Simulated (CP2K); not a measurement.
Band structure of InSe (R3m, 4 atoms in the cell).

```xyz
4
Lattice="8.9199 0.0000 0.0000 8.0020 3.9412 0.0000 8.0020 1.8637 3.4727" Properties=species:S:1:pos:R:3 pbc="T T T"
In     2.7504     0.6406     0.3832
In     0.0456     0.0106     0.0064
Se    15.4457     3.5974     2.1521
Se    20.5824     4.7937     2.8678
```

Level of theory: LDA (Pade form), GPW, DZVP-MOLOPT-SR-GTH basis, GTH-PADE potentials (GTH_POTENTIALS) (CP2K 2026.2).

Settings: CUTOFF = 500 Ry; REL_CUTOFF = 40 Ry; KPOINTS/SCHEME = MONKHORST-PACK 6 6 6; GAMMA_CENTERED = T; XC_FUNCTIONAL = PADE; In/BASIS_SET = DZVP-MOLOPT-SR-GTH; In/POTENTIAL = GTH-PADE-q13; Se/BASIS_SET = DZVP-MOLOPT-SR-GTH; Se/POTENTIAL = GTH-PADE-q6; METHOD = GPW; EPS_DEFAULT = 1e-11; EXTRAPOLATION = USE_GUESS; NGRIDS = 5; SCF_GUESS = ATOMIC.

The starting cell comes from a database of computed structures (which also holds hypothetical and non-ambient phases and stackings), without a prior relaxation at this level. Values carry the incompleteness of an atom-centred basis.

**Question.** Predict the gap along the standard path and the places of the band edges.

**Answer.** The gap along the path is 0.19 eV, direct at Z to within 0.01 eV.

Levels in eV from the top of the valence band on the SCF mesh, bands 16 to 20:
```csv
point,16,17,18,19,20
Γ,-1.25,-1.25,-1.22,-1.22,1.37
L,-2.25,-2.24,-2.24,-1.64,1.21
Z,-1.33,-1.14,-1.14,0.00,0.19
F,-2.48,-2.42,-2.04,-1.48,1.15
P1,-2.42,-2.40,-2.07,-1.59,1.33
P,-2.42,-2.40,-2.07,-1.59,1.33
```

Higher empty bands are left out: an atom-centred basis made for the valence describes them poorly.
